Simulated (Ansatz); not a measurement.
The reference is WS2 in the 2H-MoS2 type structure (space group P6_3/mmc, No. 194; a = 3.170 Å, c = 12.492 Å; layered, stacked along the Cartesian z axis). Axes: x lies along a and z along c of the hexagonal cell.

All numbers come from r2SCAN+rVV10 (Ansatz, a program for electronic structure, PAW, scalar-relativistic without spin-orbit coupling).

Base values:

```
Item                                  Result
---------------------  ---------------------
Valence-band top at Γ  0.00, -1.17, -1.71 eV
```

It is then changed as follows: tensor shear ε_yz = +0.32 % (engineering shear γ = 0.0064); the atoms relax in the strained cell.

Problem. Predict the new valence-band top at Γ.

Solution. The valence-band top at Γ (three highest levels, from the VBM) is still 0.00, -1.17, -1.71 eV.

Problem. Predict the new stress.

Solution. The stress (xx, yy, zz, yz, xz, xy; compression positive) amounts to (0.00, 0.00, 0.00, -0.10, 0.00, 0.00) GPa.

Problem. What does the calculation give for the largest internal atomic displacement after the change?

Solution. The largest internal atomic displacement comes out as 0.010 Å.

Spin-orbit coupling, missing from the scalar runs, can matter with W. The levels and masses belong to the bands next to the band gap. Whether these cells are dynamically stable was not tested.
